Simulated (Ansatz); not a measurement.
Functionals compared on H on the 1x1 (110) surface of bcc Mo, one in a 2x2 cell, started at the site 'hollow Mo-Mo-Mo', in Ansatz (plane waves, PAW). The structure was relaxed with PBE; the other rows are single points on it, each with its references at the same level. Cutoff 420 eV (500 eV for r2SCAN).

Model: 17-atom slab, 6.5 Å thick at the start under the adsorbate (thin: gaps and levels are the slab's own), 6x6x1 mesh, Fermi-Dirac 0.1 eV, dipole correction, 8 atoms held, the rest relaxed; symmetry of the start imposed; no spin, no spin-orbit, no U, no dispersion correction. At the end it is bonded to 3 Mo. In PBE it is, or lies within 0.03 eV of, the lowest of the starts that converged. These notes are the PBE run's. Adsorption energies are against ½ H2(g). A negative adsorption energy means that the adsorbate is more stable on the surface than in its reference.

| functional | adsorption energy (eV) | work function of the top face (eV) | change of the work function (eV) | rough cost of the single point |
|---|---|---|---|---|
| PBE | -0.75 | 4.59 | 0.00 | – |
| RPBE | -0.62 | 4.44 | 0.00 | very roughly 100 core-seconds |
| r2SCAN | ? | ? | ? | about 4 core-minutes (a rough figure) |

Task: Fill in the missing entries.

Result: 
- r2SCAN, adsorption energy (eV): -0.82
- r2SCAN, work function of the top face (eV): 4.61
- r2SCAN, change of the work function (eV): -0.02

Ansatz is an electronic-structure program.
